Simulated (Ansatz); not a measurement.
Functionals compared on a constructed model of the (111)A surface of 3C silicon carbide, Si-terminated, (√3x√3)R30° Ag adatom at H3 (bottom of the slab: 3 H on 3 bottom sites), in Ansatz (plane waves, PAW). The structure was relaxed with PBE; the other rows are single points on it. Cutoff 420 eV (500 eV for r2SCAN).

Model: 28-atom slab, 11.3 Å thick at the start with caps and adatoms (thin: gaps and levels are the slab's own), 6x6x1 mesh, Fermi-Dirac 0.025 eV, dipole correction, 6 atoms held, the rest relaxed; held to the start's symmetry, so lower structures may exist; no spin (no spin-polarised run to compare, though such a face may carry moments), no spin-orbit, no U. The slab shows no gap on its mesh. In PBE it is, or lies within 0.01 eV a 1x1 cell of, the lowest of the 2 structures of its composition computed so far; subsurface sites and larger cells were not tried. These notes are the PBE run's.

```
functional  work function of the top face (eV)  rough cost of the single point
----------  ----------------------------------  ------------------------------
PBE                                       4.17                               –
r2SCAN                                    4.16  around 80 core-seconds (rough)
```

Ansatz is an electronic-structure program.
